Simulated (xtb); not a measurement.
xtb 6.7.1, GFN1-xTB: Ag(SMe)(PH3) (C[S][Ag]<-[PH3]), 10 atoms. The geometry is a generated start, not checked to be a minimum at this level.

```json
{
 "run_flags": "--grad",
 "method": "GFN1-xTB",
 "--acc": "1 (default)",
 "--etemp (K)": "300 (default)",
 "basis_functions": "46",
 "valence_electrons": "32"
}
```

```xyz
10

Ag     0.1686     0.8063     0.1624
S      1.2001    -0.3492     1.9194
C      0.8889    -2.1363     1.6173
H     -0.1758    -2.3424     1.6403
H      1.3818    -2.6634     2.4293
H      1.3200    -2.4396     0.6685
P     -0.9382     2.0273    -1.6977
H     -0.4512     2.0103    -2.9880
H     -1.1689     3.3883    -1.6835
H     -2.2253     1.6986    -2.0680
```

Charge 0 and multiplicity 1 are set for this test and not shown to be the ground state.

One run each on 1 thread. Values of broydamp tried: 0.02, 0.05, 0.1, 0.2, 0.4 (default), 0.6, 0.8, 1.

Question: Predict the course of the SCC iterations along this series.

Answer: Fewest SCC iterations: 0.4 (default) with 11. The count rises to 23 at 0.02. All converge to one solution.

```tsv
broydamp	SCC iterations	end
0.02	23	same solution
0.05	20	same solution
0.1	15	same solution
0.2	13	same solution
0.4 (default)	11	same solution
0.6	13	same solution
0.8	17	same solution
1	19	same solution
```
